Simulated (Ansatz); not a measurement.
## Si (diamond structure), cut as (100) film, 4 layers, dimers on {100} faces where they fit, ended by OH

Cell contents Si16O8H8 (32 atoms). The cell is periodic, with vacuum round the object.

Level of theory: PBE (plane waves to 420 eV, PAW; Ansatz, an electronic-structure program).

k-points: Γ-centred 4×4×1 mesh; occupations: Fermi-Dirac, 0.020 eV; spin polarisation not allowed. No spin-orbit coupling.

 The in-plane lattice is held at the bulk value.

| Property | Result |
|---|---|
| electronic character | not metallic |
| Kohn-Sham band gap | 0.83 eV |
| change of bonding against the cut | none |
| number of neighbours within 2.844 Å (ending not counted) | 3 for 8 atoms, 4 for 8 atoms |
| mean Si-Si distance (least to greatest) | 2.384 Å (2.359 to 2.433) |
| cost of relaxation and final run | around 0.5 core-hours (rough) |
